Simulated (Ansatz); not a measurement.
**CuI: pressure series**

Base system: CuI in the zinc blende structure (space group F-43m, No. 216).

```yaml
crystal:
  lattice:
    - [0.00000, 3.03967, 3.03967]
    - [3.03967, 0.00000, 3.03967]
    - [3.03967, 3.03967, 0.00000]
  atoms:
    - { symbol: I, position: [0.75000, 0.75000, 0.75000] }
    - { symbol: Cu, position: [0.00000, 0.00000, 0.00000] }
```

Cell and atoms are relaxed at each pressure.

Level of theory: plane-wave PAW DFT at the PBE level (Ansatz, a program for electronic structure, 420 eV), spin-orbit coupling left out.

For the base:

The band gap is 1.10 eV.

### Question
The aim is a band gap between 1.48 eV and 1.60 eV. Which of these changes reaches it?
A. pressure 4.5 GPa
B. pressure 9 GPa
C. pressure 30 GPa
D. pressure 22.5 GPa
E. pressure 15 GPa

### Answer
B, pressure 9 GPa. It gives 1.56 eV; pressure 22.5 GPa gives 2.00 eV; pressure 30 GPa gives 1.93 eV; pressure 4.5 GPa gives 1.36 eV; pressure 15 GPa gives 1.77 eV. Changes not listed may reach it too

Spin-orbit coupling, missing from the scalar runs, can matter with I. Load acts through the strain it causes; cell and atoms are relaxed under it. Stability against distortions was not tested. Tetrahedral semiconductors of this kind turn to denser phases somewhere between about 1 and 50 GPa; those were not computed, so compressed cells here can lie past the real transition. All final runs are without spin polarisation.
